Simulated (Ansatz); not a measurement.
Worked example: self-consistent single point of ZrOs (P4mm, 2 atoms in the cell) in Ansatz (a first-principles code).

Computed with PBEsol, default PAW files made with PBE (plane waves; Ansatz).

```yaml
crystal:
  lattice:
    - [3.28632, 0.00000, 0.00000]
    - [0.00000, 3.28632, 0.00000]
    - [0.00000, 0.00000, 3.28632]
  atoms:
    - { symbol: Zr, position: [0.50000, 0.50000, 0.51521] }
    - { symbol: Os, position: [0.00000, 0.00000, 0.00000] }
```

Reference input (self-consistent single point, DFT, PBEsol, plane waves, default PAW files made with PBE): basis.ecutwfc = 420 eV; kpoints.mp_grid.grid = 10 10 10; hamiltonian.xc = pbesol; hamiltonian.pseudopotentials = {kind: paw} (the program's default PAW files); scf.occupations.method = gaussian; scf.occupations.width = 0.1 eV. This run's input differs from it in these lines:

Ansatz 0.2 input:
```diff
@@ -12,3 +12,3 @@
   mp_grid:
-    grid: [10, 10, 10]
+    grid: [16, 16, 16]
 hamiltonian:
@@ -19,3 +19,3 @@
   occupations:
-    method: gaussian
+    method: cold
     width: 0.1
```

Output, abridged:

```
SCF iter   1: F=—  HF=-15380.705784 eV  |F-HF|=—  |Δ(HF+E_count)|=         —  Δρ=3.67e-3  dr2=2.66e-3  ethr=1.77e-3  ⟨swp⟩=4.0  Hψ=29291  notcnv=0
all-band conjugate gradients solve this SCF's bands
preconditioner: auto → none
SCF iter   2: F=—  HF=-15380.706255 eV  |F-HF|=—  |Δ(HF+E_count)|=   4.70e-4  S|Δr|=    0.00e0  Δρ=2.19e-3  dr2=1.39e-3  ethr=9.49e-6  ⟨swp⟩=2.0  Hψ=11981  notcnv=0
SCF iter   3: F=—  HF=-15380.706090 eV  |F-HF|=—  |Δ(HF+E_count)|=   1.65e-4  S|Δr|=    0.00e0  Δρ=2.18e-4  dr2=8.98e-6  ethr=4.95e-6  ⟨swp⟩=2.0  Hψ=8222  notcnv=0
SCF iter   4: F=—  HF=-15380.706084 eV  |F-HF|=—  |Δ(HF+E_count)|=   5.20e-6  S|Δr|=    0.00e0  Δρ=7.36e-5  dr2=2.20e-6  ethr=3.21e-8  ⟨swp⟩=2.0  Hψ=12941  notcnv=0
SCF iter   5: F=-15380.706084 eV  HF=-15380.706084 eV  |F-HF|=4.56e-8  |Δ(HF+E_count)|=   5.53e-7  S|Δr|=    0.00e0  Δρ=1.34e-5  dr2=7.46e-8  ethr=3.57e-10  ⟨swp⟩=3.1  Hψ=30172  notcnv=0
SCF 1 converged in 5 iterations: F = -15380.706084 eV  dr2 = 7.46e-8
Stability not checked (fill_not_monotonic)
Free energy (F): -15380.706084 eV
Internal energy: -15380.705595 eV  (E = F + TS)
E sigma→0 (E₀):  -15380.705921 eV
Entropy (-TS):   -0.000489 eV (-0.245 meV/atom)
Fermi energy:    19.166961 eV
--- Forces (eV/Å), atoms counted from 1 ---
  atom   1  Zr     0.00000000     0.00000000    -0.32532441
  atom   2  Os    -0.00000000     0.00000000     0.32507401
--- Stress (GPa, compression-positive) ---
       -7.304468       0.000000       0.000000
        0.000000      -7.304468       0.000000
        0.000000       0.000000      -7.383010
  P = ⅓ Tr σ = -7.3306 GPa (-73.306 kbar)
  The stress holds the Pulay correction. Without it, at fixed plane waves, as pw.x and ABINIT print it: P = -7.3762 GPa
```

The run converged in 5 iterations. Against the reference run the free energy goes up by 4.0 meV/atom, the pressure goes from -7.62 to -7.33 GPa and the largest force goes from 0.346 to 0.325 eV/Å.

The starting cell comes from a database of computed structures (which also holds hypothetical and non-ambient phases and stackings), without a prior relaxation at this level. Its lattice was rescaled by up to half a per cent. One atom was moved a little off its site on purpose. Spin polarisation is off. With a pressure of about -7 GPa the cell is away from its equilibrium volume at this level. Ansatz's pressure includes its estimate of the finite-basis (Pulay) stress.
